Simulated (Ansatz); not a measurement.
Base system: BaTe in the rock salt structure (space group Fm-3m, No. 225).

```yaml
crystal:
  lattice:
    - [0.00000, 3.53221, 3.53221]
    - [3.53221, 0.00000, 3.53221]
    - [3.53221, 3.53221, 0.00000]
  atoms:
    - { symbol: Ba, position: [0.00000, 0.00000, 0.00000] }
    - { symbol: Te, position: [0.50000, 0.50000, 0.50000] }
```

Computed with PBE, PAW, 420 eV (Ansatz, a quantum-chemistry and plane-wave program; scalar-relativistic without spin-orbit coupling).

Strains are applied to the cell and any free atomic positions relax.

One change was made to it. Results:

| quantity | base | after |
|---|---|---|
| energy relative to the base (free energy F) | 0 meV/atom | +3.7 meV/atom |
| band gap | 1.66 eV | 1.60 eV |
| pressure | 0.00 GPa | 0.92 GPa |

Q: Which change produced these results?
(A) isotropic strain +1.50 %
(B) isotropic strain −1.00 %
(C) isotropic strain +2.50 %
(D) isotropic strain −0.50 %

A: B, isotropic strain −1.00 %. For comparison, the energy relative to the base in the other runs: isotropic strain +1.50 % gives +7.6 meV/atom; isotropic strain +2.50 % gives +20 meV/atom; isotropic strain −0.50 % gives +0.9 meV/atom.

With Te present, leaving out spin-orbit coupling can change the band edges. Stability against distortions was not tested.
